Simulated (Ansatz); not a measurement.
Cl on the 1x1 (111) surface of fcc Rh, one in a 1x1 cell, energies for each (6.4 Å²). Energies are against ½ Cl2(g), without zero-point or thermal terms; each row is named by its start.

All values below come from PBE (plane waves to 420 eV, PAW; Ansatz, a first-principles code).

Which site binds most strongly?
(A) hollow Rh-Rh-Rh over Rh at depth 2.2 Å
(B) hollow Rh-Rh-Rh over Rh at depth 4.4 Å
(C) bridge Rh-Rh (span 2.7 Å)
(D) top Rh

D, top Rh. Adsorption energies: top Rh -0.32 eV; bridge Rh-Rh (span 2.7 Å) 0.13 eV; hollow Rh-Rh-Rh over Rh at depth 4.4 Å 0.14 eV; hollow Rh-Rh-Rh over Rh at depth 2.2 Å 0.17 eV.
